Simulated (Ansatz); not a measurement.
# rock-salt CaO: the defect Ge_Ca+V_O

Method: PBE, PAW (plane waves to 420 eV; Ansatz, a program for electronic structure). A supercell of 64 sites (2×2×2 repeats of a cell of 8 atoms) was used; the energies come from a 2×2×2 shifted sampling of its zone. Sites at the start: the Ca site; O 2.42 Å away. Energies of charged states are corrected for periodic images (point charge plus alignment at distant sites). Dielectric constants: PBE linear response of the host. Host gap at this level: 3.66 eV. These values are not converged in cell size to better than tenths of an eV. Levels are measured in PBE's own, too narrow, gap. Spin–orbit coupling is left out. Each state is the lowest found from its start.

The name describes the start; the neighbours show where the atoms ended.

Charges with a result: +2, +1, 0, −1. Others weren't obtained, and one of them could lie lower, also by skipping a charge.

```json
[
 {"charge": "+2", "moment (μB)": "not spin-polarised", "point group": "Cs", "largest move off a lattice site (Å)": "0.43", "neighbours of the last Ge atom of the defect at the end (Å)": "O 1.99, O 2.00, O 2.00, O 2.88, O 2.88", "image correction with alignment (eV)": "0.39"},
 {"charge": "+1", "moment (μB)": "1.0", "point group": "Cs", "largest move off a lattice site (Å)": "0.35", "neighbours of the last Ge atom of the defect at the end (Å)": "O 2.02, O 2.02, O 2.65, O 2.86, O 2.86", "image correction with alignment (eV)": "0.05"},
 {"charge": "0", "moment (μB)": "not spin-polarised", "point group": "Cs", "largest move off a lattice site (Å)": "0.32", "neighbours of the last Ge atom of the defect at the end (Å)": "O 2.23, O 2.23, O 2.77, O 2.77, O 2.96", "image correction with alignment (eV)": "0.00"},
 {"charge": "−1*", "moment (μB)": "1.0", "point group": "Cs", "largest move off a lattice site (Å)": "0.51", "neighbours of the last Ge atom of the defect at the end (Å)": "O 2.41, O 2.42, O 2.87, O 2.88", "image correction with alignment (eV)": "–"}
]
```

* At this level the carrier isn't localised at the defect: at charge −1 electrons occupy the conduction band. Such a state is shallow or no state of the defect, and this cell gives it no level.

Point groups are those of the whole cell at tolerances of 0.03 and 0.1 Å ("near" where only the looser one holds); none is given for unsettled states.

Transition levels above the valence-band maximum: ε(+2/+1) = 1.97 eV; ε(+1/0) = 2.37 eV. On the lower envelope of the bound states, inside the gap: (+2/+1) at 1.97 eV; (+1/0) at 2.37 eV.

Flagged in the runs: a strain field that reaches the edge of the cell.

All states together cost roughly 2.3 core-hours.
